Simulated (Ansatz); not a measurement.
SiC: pressure 30 GPa

The parent structure is SiC (space group P6_3mc, No. 186; a = 3.0941 Å, c = 10.1293 Å).

It is then changed as follows: cell and atoms relaxed at a pressure of 30 GPa.

Method: PBE (Ansatz, an electronic-structure program), no spin-orbit coupling. k-mesh 12×12×4 (Γ-centred); smearing 0.05 eV (Fermi–Dirac).

The volume per atom drops by 1.12 Å³ (10.50 Å³ → 9.38 Å³) and the lattice parameter a shrinks by 0.114 Å to 2.980 Å. The c/a ratio falls by 0.002 (3.274 → 3.272) and the shortest interatomic distance falls by 0.070 Å to 1.823 Å. The enthalpy H = E + PV relative to the base's energy amounts to +1.85 eV/atom and the band gap grows by 0.02 eV to 2.24 eV. The gap character remains indirect, Γ → M and the smallest direct gap increases by 0.04 eV to 3.38 eV. The width of the top valence band increases by 0.17 eV to 2.59 eV and the valence-band top at Γ (three highest levels, from the VBM) is still 0.00, 0.00, -0.05 eV.

Final structure:

```
CELL_PARAMETERS angstrom
      2.98037     0.00000     0.00000
     -1.49019     2.58108     0.00000
      0.00000     0.00000     9.75056
ATOMIC_POSITIONS crystal
  Si 0.00000 0.00000 0.50038
  Si 0.00000 0.00000 0.00038
  Si 0.33333 0.66667 0.25018
  Si 0.66667 0.33333 0.75018
  C  0.00000 0.00000 0.31284
  C  0.00000 0.00000 0.81284
  C  0.33333 0.66667 0.06223
  C  0.66667 0.33333 0.56223
```

Load acts through the strain it causes; cell and atoms are relaxed under it. Stability against distortions was not tested. No other phases were tried under pressure.
